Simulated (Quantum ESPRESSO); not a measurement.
The steps of a band-structure calculation for Ge (Fd-3m, 2 atoms in the cell) with Quantum ESPRESSO.

Level of theory: PBE, PSlibrary ultrasoft (PBE) pseudopotentials (plane waves; Quantum ESPRESSO).

Step 1 (scf):

```fortran
&control
   calculation = 'scf'
   outdir = './tmp/'
   pseudo_dir = './'
   tprnfor = .true.
   tstress = .true.
/
&system
   ibrav = 0
   nat = 2
   ntyp = 1
   ecutwfc = 30
   ecutrho = 180
   occupations = 'smearing'
   smearing = 'marzari-vanderbilt'
   degauss = 0.0073499
/
&electrons
   conv_thr = 1.0d-10
/
ATOMIC_SPECIES
Ge    72.6300  Ge.pbe-n-rrkjus_psl.1.0.0.UPF
CELL_PARAMETERS angstrom
   0.0000000000     2.8873640000     2.8873640000
   2.8873640000     0.0000000000     2.8873640000
   2.8873640000     2.8873640000     0.0000000000
ATOMIC_POSITIONS crystal
Ge    0.5000000000    0.5000000000    0.5000000000
Ge    0.7500000000    0.7500000000    0.7500000000
K_POINTS automatic
8 8 8  0 0 0
```

Step 2 (bands):

```fortran
&control
   calculation = 'bands'
   outdir = './tmp/'
   pseudo_dir = './'
   verbosity = 'high'
/
&system
   ibrav = 0
   nat = 2
   ntyp = 1
   ecutwfc = 30
   ecutrho = 180
   occupations = 'smearing'
   smearing = 'marzari-vanderbilt'
   degauss = 0.0073499
   nbnd = 11
/
&electrons
   conv_thr = 1.0d-10
   startingwfc = 'random'
   diago_thr_init = 1.0d-6
   diagonalization = 'cg'
/
ATOMIC_SPECIES
Ge    72.6300  Ge.pbe-n-rrkjus_psl.1.0.0.UPF
CELL_PARAMETERS angstrom
   0.0000000000     2.8873640000     2.8873640000
   2.8873640000     0.0000000000     2.8873640000
   2.8873640000     2.8873640000     0.0000000000
ATOMIC_POSITIONS crystal
Ge    0.5000000000    0.5000000000    0.5000000000
Ge    0.7500000000    0.7500000000    0.7500000000
K_POINTS crystal_b
12
  0.00000000   0.00000000   0.00000000  11  ! G
  0.50000000   0.00000000   0.50000000   5  ! X
  0.50000000   0.25000000   0.75000000   4  ! W
  0.37500000   0.37500000   0.75000000  12  ! K
  0.00000000   0.00000000   0.00000000   9  ! G
  0.50000000   0.50000000   0.50000000   7  ! L
  0.62500000   0.25000000   0.62500000   4  ! U
  0.50000000   0.25000000   0.75000000   8  ! W
  0.50000000   0.50000000   0.50000000   7  ! L
  0.37500000   0.37500000   0.75000000   1  ! K
  0.62500000   0.25000000   0.62500000   4  ! U
  0.50000000   0.00000000   0.50000000   1  ! X
```

Step 3 (bands.x):

```fortran
&bands
   outdir = './tmp/'
   filband = 'bands.dat'
   lsym = .false.
/
```

Output of bands (abridged):

```
     Atomic positions and unit cell read from directory:
     ./tmp/pwscf.save/

     Message from routine setup:
     using ibrav=0 with symmetry is DISCOURAGED, use correct ibrav instead
     G-vector sticks info
     --------------------
     sticks:   dense  smooth     PW     G-vecs:    dense   smooth      PW
     Sum         745     499    151                13323     7239    1243

     bravais-lattice index     =            0
   [... lines left out ...]
     unit-cell volume          =     324.8862 (a.u.)^3
   [... lines left out ...]
         1        Ge     tau(   1) = (  0.5000000  0.5000000  0.5000000  )
         2        Ge     tau(   2) = (  0.7500000  0.7500000  0.7500000  )

     number of k points=    73  Marzari-Vanderbilt smearing, width (Ry)=  0.0073
                       cart. coord. in units 2pi/alat
        k(    1) = (   0.0000000   0.0000000   0.0000000), wk =   0.0273973
        k(    2) = (   0.0000000   0.0642824   0.0000000), wk =   0.0273973
        k(    3) = (   0.0000000   0.1285649   0.0000000), wk =   0.0273973
   [... 70 lines left out ...]

     Dense  grid:    13323 G-vectors     FFT dimensions: (  36,  36,  36)

     Smooth grid:     7239 G-vectors     FFT dimensions: (  32,  32,  32)

     The potential is recalculated from file :
     ./tmp/pwscf.save/charge-density

     Band Structure Calculation
     CG style diagonalization

     ethr =  1.00E-06,  avg # of iterations = 18.8

     End of band structure calculation

          k = 0.0000 0.0000 0.0000 (   893 PWs)   bands (ev):

    -7.1101   4.7434   5.1776   5.1776   5.1776   7.7209   7.7209   7.7209
    11.5970  14.4755  14.4755

          k = 0.0000 0.0643 0.0000 (   909 PWs)   bands (ev):

    -7.0785   4.0912   5.0315   5.0315   5.8199   7.6163   7.9094   7.9094
    11.7746  13.9772  14.5108

   [... 71 blocks of this kind left out ...]
```

Output of bands.x (abridged):

```
     Reading xml data from directory:

     ./tmp/pwscf.save/

     G-vector sticks info
     --------------------
     sticks:   dense  smooth     PW     G-vecs:    dense   smooth      PW
     Sum         745     499    151                13323     7239    1243

     Reading collected, re-writing distributed wavefunctions
     high-symmetry point:  0.0000 0.0000 0.0000   x coordinate   0.0000
     high-symmetry point:  0.0000 0.7071 0.0000   x coordinate   0.7071
     high-symmetry point:  0.3536 0.7071 0.0000   x coordinate   1.0607
     high-symmetry point:  0.5303 0.5303 0.0000   x coordinate   1.3107
     high-symmetry point:  0.0000 0.0000 0.0000   x coordinate   2.0607
     high-symmetry point:  0.3536 0.3536 0.3536   x coordinate   2.6730
     high-symmetry point:  0.1768 0.7071 0.1768   x coordinate   3.1060
     high-symmetry point:  0.3536 0.7071 0.0000   x coordinate   3.3560
     high-symmetry point:  0.3536 0.3536 0.3536   x coordinate   3.8560
     high-symmetry point:  0.5303 0.5303 0.0000   x coordinate   4.2891
     high-symmetry point:  0.1768 0.7071 0.1768   x coordinate   4.2891
     high-symmetry point:  0.0000 0.7071 0.0000   x coordinate   4.5391

     Plottable bands (eV) written to file bands.dat.gnu
     Bands written to file bands.dat

   JOB DONE.
```

The starting cell comes from a database of computed structures (which also holds hypothetical and non-ambient phases and stackings), without a prior relaxation at this level. Its lattice was rescaled by a random factor within 2.5 % of one.
